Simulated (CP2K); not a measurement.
Band structure of Te₂Au (C2/m, 3 atoms in the cell).

```yaml
crystal:
  lattice:
    - [4.18911, 0.00000, 0.00000]
    - [2.07451, 3.63937, 0.00000]
    - [-0.00931, -0.00541, 5.19449]
  atoms:
    - { symbol: Te, position: [0.31867, 0.31867, 0.28912] }
    - { symbol: Te, position: [0.68133, 0.68133, 0.71088] }
    - { symbol: Au, position: [0.00000, 0.00000, 0.00000] }
```

Level of theory: CP2K with PBEsol, GPW, DZVP-MOLOPT-SR-GTH basis, GTH-PBE potentials (GTH_POTENTIALS).

Settings: CUTOFF = 500 Ry; REL_CUTOFF = 50 Ry; SMEAR/METHOD = GAUSSIAN; SIGMA = 0.1 eV; KPOINTS/SCHEME = MONKHORST-PACK 7 7 5; XC_FUNCTIONAL = PBE:PBESOL; Te/BASIS_SET = DZVP-MOLOPT-SR-GTH-q6; Te/POTENTIAL = GTH-PBE-q6; Au/BASIS_SET = DZVP-MOLOPT-SR-GTH-q11; Au/POTENTIAL = GTH-PBE-q11; METHOD = GPW; EPS_DEFAULT = 1e-10; EXTRAPOLATION = USE_GUESS; NGRIDS = 5.

The starting cell comes from a database of computed structures (which also holds hypothetical and non-ambient phases and stackings), without a prior relaxation at this level. Spin-orbit coupling is off. Values carry the incompleteness of an atom-centred basis. The potentials were made for another functional than the one used.

Levels in eV from the Fermi level, bands 8 to 13:
| point | 8 | 9 | 10 | 11 | 12 | 13 |
|---|---|---|---|---|---|---|
| Γ | -3.65 | -0.80 | -0.67 | 0.01 | 0.03 | 1.03 |
| Y | -3.76 | -3.64 | -3.43 | -2.56 | -0.60 | 1.79 |
| F | -2.24 | -2.13 | -1.63 | -1.30 | 1.26 | 1.35 |
| L | -4.36 | -4.11 | -1.63 | -1.14 | -1.02 | 0.08 |
| Z | -2.20 | -2.13 | -1.63 | -1.34 | 1.29 | 1.36 |

Bands cross the Fermi level along this path, so the cell is metallic at this level.

Higher empty bands are left out: an atom-centred basis made for the valence describes them poorly.
